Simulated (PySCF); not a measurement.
PySCF 2.14.0, HF/def2-svp, df: Ta(NH)(F)2(OH) ([NH]=[Ta]([OH])([F])[F]), 7 atoms. The geometry is a generated start, not checked to be a minimum at this level.

```yaml
task: energy
method: hf
basis: def2-svp
two_electron_scheme: density fitting
mol.max_memory: 3000 MB
mf.max_cycle: 100
mf.conv_tol: 1e-09 (default)
effective_core_potentials: those of the basis set, past Kr
basis_functions: 98
```

```xyz
7

Ta    -0.1251    -0.1070     0.4034
N      0.5146    -1.1333    -0.9158
H      0.8848    -1.6289    -1.7117
F      0.9926    -0.3975     1.9059
F     -1.7923    -0.8603     0.9064
O     -0.2630     1.6601    -0.0362
H     -0.2116     2.4670    -0.5519
```

Charge 0 and multiplicity 1 are set for this test and not shown to be the ground state.

With the defaults (mf.diis = true, mf.init_guess = minao, mf.diis_space = 8, mf.level_shift = 0, mf.damp = 0, mf.diis_start_cycle = 1, mf.diis_damp = 0, mf.DIIS = CDIIS) it converges in 14 Fock builds. One run each on 2 threads, 1 BLAS thread, with these changes:
- mf.damp = 0.7, mf.diis_start_cycle = 8
- mf.diis = false, mf.damp = 0.7, mf.diis_start_cycle = 999
- mf.diis_space = 5
- mf.init_guess = mod_huckel
- mf.DIIS = EDIIS
- mf.level_shift = 0.3 Hartree
- mf.init_guess = atom
- mf.diis_damp = 0.3
- mf.diis = false

### Question
Name the settings that don't reach the solution of the defaults.

### Answer
No convergence: mf.diis = false (the run ends without SCF convergence in 100 cycles). The rest reach the solution of the defaults.

```
setting                                                    Fock builds             end
---------------------------------------------------------  -----------  --------------
the defaults                                                        14   same solution
mf.diis_space = 5                                                   15   same solution
mf.diis_damp = 0.3                                                  15   same solution
mf.init_guess = atom                                                15   same solution
mf.init_guess = mod_huckel                                          16   same solution
mf.level_shift = 0.3 Hartree                                        16   same solution
mf.damp = 0.7, mf.diis_start_cycle = 8                              19   same solution
mf.DIIS = EDIIS                                                     45   same solution
mf.diis = false, mf.damp = 0.7, mf.diis_start_cycle = 999           45   same solution
mf.diis = false                                                    101  no convergence
```
